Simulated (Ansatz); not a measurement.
Ansatz (a program for electronic structure) run on MgTiF6 (R3, 8 atoms in the cell): self-consistent single point.

Computed with PBEsol, harder PAW files (source: ansatz) made with PBE (plane waves; Ansatz).

```xyz
8
Lattice="2.6161 1.5104 4.4578 -2.6161 1.5104 4.4578 0.0000 -3.0208 4.4578" Properties=species:S:1:pos:R:3 pbc="T T T"
Mg     0.0000     0.0000     6.7368
Ti     0.0000     0.0000     0.0000
F     -0.4469     1.5551     7.8294
F      0.4469    -1.5551     5.5441
F     -1.1233    -1.1646     7.8294
F      1.1233     1.1646     5.5441
F      1.5702    -0.3905     7.8294
F     -1.5702     0.3905     5.5441
```

Reference input (self-consistent single point, DFT, PBEsol, plane waves, default PAW files made with PBE): basis.ecutwfc = 420 eV; kpoints.mp_grid.grid = 5 5 5; hamiltonian.xc = pbesol; hamiltonian.pseudopotentials = {kind: paw} (the program's default PAW files); scf.occupations.method = fixed. This run's input differs from it in these lines:

Ansatz 0.2 input:
```diff
@@ -16,3 +16,3 @@
 basis:
-  ecutwfc: 420.0
+  ecutwfc: 2100.0
 kpoints:
@@ -21,3 +21,3 @@
   xc: pbesol
-  pseudopotentials: { kind: paw }
+  pseudopotentials: { kind: paw, source: ansatz }
 scf:
```

Log, with long lists cut:

```
SCF iter   1: F=—  HF=-9201.509426 eV  |F-HF|=—  |Δ(HF+E_count)|=         —  Δρ=7.60e-2  dr2=3.62e0  ethr=3.10e-3  ⟨swp⟩=4.0  Hψ=3751  notcnv=0  defer=115
all-band conjugate gradients solve this SCF's bands
preconditioner: auto → Resta (q_TF=auto, 2.509 Å⁻¹)
SCF iter   2: F=—  HF=-9200.316573 eV  |F-HF|=—  |Δ(HF+E_count)|=    1.19e0  Δρ=3.27e-2  dr2=1.12e0  ethr=3.10e-3  ⟨swp⟩=2.6  Hψ=1966  notcnv=0  defer=115
   [... lines left out ...]
SCF iter   7: F=—  HF=-9199.911284 eV  |F-HF|=—  |Δ(HF+E_count)|=   4.93e-4  Δρ=3.83e-4  dr2=9.82e-5  ethr=4.42e-7  ⟨swp⟩=2.0  Hψ=1553  notcnv=0  defer=124
SCF iter   8: F=—  HF=-9199.911649 eV  |F-HF|=—  |Δ(HF+E_count)|=   3.65e-4  Δρ=1.42e-4  dr2=1.34e-5  ethr=1.53e-7  ⟨swp⟩=2.1  Hψ=1407  notcnv=0  defer=78
SCF iter   9: F=—  HF=-9199.911669 eV  |F-HF|=—  |Δ(HF+E_count)|=   2.01e-5  Δρ=2.69e-5  dr2=6.63e-7  ethr=2.09e-8  ⟨swp⟩=2.0  Hψ=1301  notcnv=0  defer=81
SCF iter  10: F=-9199.911672 eV  HF=-9199.911672 eV  |F-HF|=1.73e-7  |Δ(HF+E_count)|=   2.61e-6  Δρ=7.18e-6  dr2=3.82e-8  ethr=1.56e-10  ⟨swp⟩=14.8  Hψ=5168  notcnv=0
SCF 1 converged in 10 iterations: F = -9199.911672 eV  dr2 = 3.82e-8
Free energy (F): -9199.911672 eV
Internal energy: -9199.911672 eV  (E = F + TS)
E sigma→0 (E₀):  -9199.911672 eV
Fermi energy:    0.242257 eV
--- Forces (eV/Å), atoms counted from 1 ---
  atom   1  Mg    -0.00000000    -0.00000002    -0.48899053
  atom   2  Ti     0.00000000     0.00000001     0.32577310
  atom   3  F      0.03370426     0.26968362     0.21048435
  atom   4  F     -0.10314269    -0.18627631    -0.15607669
  atom   5  F     -0.25040498    -0.10565305     0.21048437
  atom   6  F      0.21289135     0.00381396    -0.15607669
  atom   7  F      0.21670073    -0.16403054     0.21048437
  atom   8  F     -0.10974867     0.18246233    -0.15607670
--- Stress (GPa, compression-positive) ---
       -0.716296       0.000000      -0.000000
       -0.000000      -0.716296      -0.000000
        0.000000      -0.000000      -0.814949
  P = ⅓ Tr σ = -0.7492 GPa (-7.492 kbar)
  The stress holds the Pulay correction. Without it, at fixed plane waves, as pw.x and ABINIT print it: P = -0.7504 GPa
```

The run converged in 10 iterations. Against the reference run the pressure hardly changes (-0.73 to -0.75 GPa), the largest force moves little (0.492 to 0.489 eV/Å) and the gap on the mesh moves little (4.784 to 4.786 eV).

The starting cell comes from a database of computed structures (which also holds hypothetical and non-ambient phases and stackings), without a prior relaxation at this level. Its lattice was rescaled by up to half a per cent. One atom was moved a little off its site on purpose. Ansatz's pressure includes its estimate of the finite-basis (Pulay) stress.

Cost on one core of a shared machine: roughly 90 s.
